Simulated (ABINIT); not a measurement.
Band structure of MoOs (P-6m2, 2 atoms in the cell).

```
CELL_PARAMETERS angstrom
      2.77731     0.00000     0.00000
     -1.38865     2.40522     0.00000
      0.00000     0.00000     4.49985
ATOMIC_POSITIONS crystal
  Mo 0.66667 0.33333 0.50000
  Os 0.33333 0.66667 0.00000
```

Method: PBEsol, PAW (JTH v2.0 PBE PAW, files made for PBE) (plane waves; ABINIT).

Settings: pseudos = [Mo.GGA_PBE-JTH.xml, Os.GGA_PBE-JTH.xml]; ecut = 20 Ha; pawecutdg = 40 Ha; pawxcdev = 0; ixc = -116133; occopt = 3; tsmear = 0.00183747 Ha; ngkpt = 14 14 7; nshiftk = 1; shiftk = 0 0 0; potentials = JTH v2.0 PBE PAW; kptopt = 1; nstep = 80.

The starting cell comes from a database of computed structures (which also holds hypothetical and non-ambient phases and stackings), without a prior relaxation at this level. Its lattice was rescaled by a random factor within 2.5 % of one. Spin-orbit coupling is off. Spin polarisation is off. The potentials were made for another functional than the one used.

Levels in eV from the Fermi level, bands 8 to 15:
| point | 8 | 9 | 10 | 11 | 12 | 13 | 14 | 15 |
|---|---|---|---|---|---|---|---|---|
| Γ | -2.01 | -1.49 | -0.29 | -0.29 | -0.11 | -0.11 | 1.03 | 3.11 |
| M | -1.90 | -1.33 | -1.21 | -0.55 | 2.66 | 3.82 | 4.54 | 5.36 |
| K | -3.22 | -2.41 | -1.50 | 0.11 | 2.45 | 2.79 | 3.01 | 5.91 |
| A | -2.23 | -2.23 | -1.69 | -1.21 | -1.21 | 1.72 | 1.72 | 2.77 |
| L | -3.40 | -0.40 | 0.64 | 0.98 | 1.74 | 2.75 | 3.92 | 4.54 |
| H | -3.42 | -2.63 | -1.19 | -0.06 | 0.24 | 2.51 | 3.37 | 8.74 |

Bands cross the Fermi level along this path, so the cell is metallic at this level.
